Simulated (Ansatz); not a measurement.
Several settings converged on Hf2Ga (Fmm2, 6 atoms in the cell)

```xyz
6
Lattice="-3.3492 3.3492 2.6283 3.3492 -3.3492 2.6283 3.3492 3.3492 -2.6283" Properties=species:S:1:pos:R:3 pbc="T T T"
Hf     1.0638     4.4130     0.0000
Hf     2.3207    -1.0285     2.6283
Hf     2.3207     1.0285     0.0000
Hf     1.0285     2.3207     2.6283
Ga     0.0000     0.0000     1.3141
Ga     0.0000     0.0000     3.9424
```

Base method: LDA (PW92), default PAW files made with PBE (plane waves; Ansatz, a quantum-chemistry and plane-wave program).

Base settings: basis.ecutwfc = 420 eV; kpoints.mp_grid.grid = 4 4 4; hamiltonian.xc = lda; hamiltonian.pseudopotentials = {kind: paw} (the program's default PAW files); scf.occupations.method = fermi_dirac; scf.occupations.width = 0.1 eV.

The count of work is k-points × plane waves × bands × iterations; it is no time. Core times come from one kind of shared machine, to one figure; runs under 30 s give none.

**The cutoff for other potential files**

Level: DFT, LDA (PW92), plane waves, harder PAW files (source: ansatz) made with PBE.

In this ladder: hamiltonian.pseudopotentials = {kind: paw, source: ansatz}.

The second cell is the first with its lattice scaled by 0.98.

The mesh stays at the base's, so the ladder's end is converged at best in this setting alone.

The first pressure column holds Ansatz's estimate of the finite-basis (Pulay) stress, which hides part of the cutoff error; the other is without it.

Only quantities that move along the ladder and can be compared are tabulated.

| basis.ecutwfc | free energy less the last step's (meV/atom) | energy of the compressed cell less the first (meV/atom) | pressure (GPa) | pressure without the Pulay estimate (GPa) | largest difference of a force vector from the last step's (eV/Å) | count of work / last | core time / last (rough) |
|---|---|---|---|---|---|---|---|
| 460 eV | 14008.91 | -0.63 | -8.59 | -647.24 | 0.114 | 0.11 | 0.1 |
| 560 eV | 2249.42 | -23.54 | -7.42 | -133.24 | 0.020 | 0.14 | 0.1 |
| 715 eV | 118.65 | -24.99 | -6.99 | -16.11 | 0.001 | 0.21 | 0.2 |
| 865 eV | 5.67 | -25.18 | -6.97 | -7.49 | 0.000 | 0.25 | 0.2 |
| 1020 eV | 0.93 | -25.21 | -6.97 | -6.99 | 0.000 | 0.32 | 0.3 |
| 1225 eV | 0.58 | -25.21 | -6.97 | -6.98 | 0.000 | 0.51 | 0.5 |
| 1530 eV | 0.24 | -25.21 | -6.97 | -6.98 | 0.000 | 0.59 | 0.6 |
| 2040 eV | 0.00 | -25.21 | -6.97 | -6.98 | 0.000 | 1.0 | 1 |

Coarsest basis.ecutwfc that holds the forces within 0.005 eV/Å of the last step, with all finer ones: 715 eV, at 0.21 of the last step's count of work and about 0.2 of the last step's time; the step before is off by 0.020 eV/Å.

Coarsest basis.ecutwfc that holds the pressure within 0.2 GPa of the last step, with all finer ones: 715 eV, at 0.21 of the last step's count of work and about 0.2 of the last step's time; the step before is off by 0.45 GPa.

Coarsest basis.ecutwfc that holds the pressure without the Pulay estimate within 0.2 GPa of the last step, with all finer ones: 1020 eV, at 0.32 of the last step's count of work and about 0.3 of the last step's time; the step before is off by 0.51 GPa.

The energy difference between the two cells stays within 1 meV/atom of the last step's from 715 eV on, the total only from 1020 eV on: much of the error is common to both cells and cancels.

At the lowest cutoff the pressure without the Pulay estimate lies 640 GPa under the last step's, the usual sign of Pulay stress in an incomplete plane-wave basis.

**The density cutoff**

The second cell is the first with its lattice scaled by 0.98.

The mesh stays at the base's, so the ladder's end is converged at best in this setting alone.

Only quantities that move along the ladder and can be compared are tabulated.

```csv
basis.ecutrho_ratio,free energy less the last step's (meV/atom),energy of the compressed cell less the first (meV/atom),pressure (GPa)
2,-5.70,-25.14,-6.73
3,-0.07,-25.57,-7.01
4,0.00,-25.56,-7.02
5,0.00,-25.56,-7.02
6,0.00,-25.56,-7.02
8,0.00,-25.56,-7.02
10,0.00,-25.56,-7.02
12,0.00,-25.56,-7.02
16,0.00,-25.56,-7.02
```

Coarsest basis.ecutrho_ratio that holds the pressure within 0.2 GPa of the last step, with all finer ones: 3; the step before is off by 0.28 GPa.

Coarsest basis.ecutrho_ratio that holds the energy of the compressed cell less the first within 0.2 meV/atom of the last step, with all finer ones: 3; the step before is off by 0.42 meV/atom.

Coarsest basis.ecutrho_ratio that holds the free energy within 2 meV/atom of the last step, with all finer ones: 3; the step before is off by 5.7 meV/atom.

The energy difference between the two cells stays within 1 meV/atom of the last step's from 2 on, the total only from 3 on: much of the error is common to both cells and cancels.

**The relaxed cell against the cutoff**

On Hf2Ga (I4/mcm, 6 atoms in the cell): atoms on their sites.

In this ladder: relax = cell and atoms.

The mesh stays at the base's, so the ladder's end is converged at best in this setting alone.

Only quantities that move along the ladder and can be compared are tabulated.

| basis.ecutwfc | relaxed volume (Å³/atom) | relaxation steps | core time / last (rough) |
|---|---|---|---|
| 250 eV | 18.514 | 26 | 0.9 |
| 295 eV | 18.590 | 14 | 0.6 |
| 355 eV | 18.532 | 8 | 0.5 |
| 420 eV | 18.530 | 5 | 0.4 |
| 505 eV | 18.530 | 5 | 0.5 |
| 630 eV | 18.530 | 5 | 0.7 |
| 840 eV | 18.529 | 5 | 1 |

Coarsest basis.ecutwfc that holds the relaxed volume within 0.019 Å³/atom of the last step, with all finer ones: 355 eV; the step before is off by 0.061 Å³/atom.

On the base run: the starting cell comes from a database of computed structures (which also holds hypothetical and non-ambient phases and stackings), without a prior relaxation at this level. Its lattice was rescaled by up to half a per cent. One atom was moved a little off its site on purpose.

Left out of this page: 1 run of the series stopped by limits of time or memory.

Keys are those of Ansatz 0.2.
